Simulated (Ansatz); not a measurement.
The starting structures come from a database of crystals and need not be the phases stable at ambient conditions.

Tunnelling through a barrier is set by its complex band structure: the current falls as exp(−2κd) with the smallest κ.

```
BiPbVO5
1.0
    7.28331     0.00000     0.00000
    2.45520     6.85744     0.00000
    2.19590    -0.78621     5.15235
V Bi Pb O
2 2 2 10
Direct
  0.33138   0.35203   0.83431
  0.66862   0.64797   0.16569
  0.02584   0.74969   0.48708
  0.97416   0.25031   0.51292
  0.31536   0.88752   0.84232
  0.68464   0.11248   0.15768
  0.00000   0.00000   0.73687
  0.00000   0.00000   0.26313
  0.39114   0.71414   0.30443
  0.60886   0.28586   0.69557
  0.73116   0.75938   0.38378
  0.26884   0.24062   0.61622
  0.26884   0.24062   0.11494
  0.73116   0.75938   0.88506
  0.79964   0.39324   0.10018
  0.20036   0.60676   0.89982
```

Space group of this cell: C2/m. The cell is taken as given; by PBEsol its mean pressure is -6.5 GPa.

Transport runs along the normal of the first two printed cell vectors.

The gap is the functional's own, uncorrected, and κ follows it; spin-orbit coupling is left out. Mid-gap values are interpolated between the computed energies.

### Question
Give the band gap and the smallest decay constant κ at mid-gap that PBEsol (Ansatz, a quantum-chemistry and plane-wave program) yields.

### Answer
Gap 2.31 eV on a 6×6×6 mesh; κ = 0.362 1/Å, at (0.167, 0.167) of the in-plane reciprocal vectors. At the zone centre, at the nearest computed energy, the slowest state has κ = 0.37 1/Å.
